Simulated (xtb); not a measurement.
xtb 6.7.1, GFN2-xTB: Hf(NH)(OMe)(NMe2) (C[O][Hf](=[NH])[N](C)C), 17 atoms. The geometry is a generated start, not checked to be a minimum at this level.

| Item | Value |
|---|---|
| method | GFN2-xTB |
| --acc | 1 (default) |
| --etemp (K) | 300 (default) |
| detailed input (--input) | none: ANC optimiser, Lindh (1995) Hessian, microcycle=20, maxdispl=1.0, hlow=0.01 (default) |
| basis functions | 44 |
| valence electrons | 42 |

```xyz
17

Hf    -0.9269    -0.5007    -0.3661
N     -0.5530    -2.2572     0.2417
H     -0.5232    -2.9444    -0.5341
O      0.3266     0.0425    -1.6813
C      0.8469    -0.7621    -2.6888
H      0.8306    -0.2228    -3.6465
H      1.8913    -1.0292    -2.4737
H      0.2688    -1.6949    -2.8115
N     -1.0186     0.6867     1.2766
C     -0.4431     1.9391     0.8017
C     -0.1296     0.0936     2.2639
H     -0.2771     2.6257     1.6435
H      0.5351     1.7834     0.3036
H     -1.1331     2.4268     0.1035
H      0.8736    -0.1224     1.8348
H      0.0037     0.7752     3.1144
H     -0.5720    -0.8393     2.6180
```

Charge 0 and multiplicity 1 are set for this test and not shown to be the ground state.

The structure is relaxed from this start with --opt LEVEL for the levels crude, sloppy, loose, lax, normal, tight, vtight, extreme, once each. Up to the end of the extreme run atoms move by at most 1.6 Å along an axis.

**Question.** What is the loosest level that ends within 20 meV of the extreme run, and how many cycles does it take?

**Answer.** normal: 75 cycles against 87, ending 0.22 meV above.

```
level    cycles  energy above the extreme run (meV)  gradient norm (eV/Å)
-------  ------  ----------------------------------  --------------------
crude         1                                  87                  0.15
sloppy        1                                  87                  0.15
loose         1                                  87                  0.15
lax          24                                  47                 0.063
normal       75                                0.22                 0.040
tight        79                               0.087                 0.016
vtight       84                          under 0.01                0.0034
extreme      87                                   —                0.0020
```
